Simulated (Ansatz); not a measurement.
Base system: La$_{2}$O$_{3}$ (space group P-3m1, No. 164).

```yaml
crystal:
  lattice:
    - [3.94027, 0.00000, 0.00000]
    - [-1.97014, 3.41238, 0.00000]
    - [0.00000, 0.00000, 6.18799]
  atoms:
    - { symbol: La, position: [0.33333, 0.66667, 0.24739] }
    - { symbol: La, position: [0.66667, 0.33333, 0.75261] }
    - { symbol: O, position: [0.00000, 0.00000, 0.00000] }
    - { symbol: O, position: [0.33333, 0.66667, 0.64528] }
    - { symbol: O, position: [0.66667, 0.33333, 0.35472] }
```

Method: Ansatz (an electronic-structure program) PBE, no spin-orbit coupling.

One change was made to it. Results:

The c/a ratio falls by 0.128, from 1.570 to 1.442; the lattice parameter a falls by 0.174 bohr, from 7.446 bohr to 7.272 bohr; the smallest direct gap decreases by 0.038 eV to 3.93 eV.

### Question
Which change produced these results?
(A) pressure 4.5 GPa
(B) pressure 2.1 GPa
(C) pressure 9 GPa
(D) pressure −1 GPa
(E) pressure 22.5 GPa

### Answer
E, pressure 22.5 GPa. For comparison, the lattice parameter a in the other runs: pressure 9 GPa gives 7.352 bohr; pressure 4.5 GPa gives 7.393 bohr; pressure −1 GPa gives 7.460 bohr; pressure 2.1 GPa gives 7.420 bohr.

Load acts through the strain it causes; cell and atoms are relaxed under it. Whether these cells are dynamically stable was not tested. No other phases were tried under pressure.
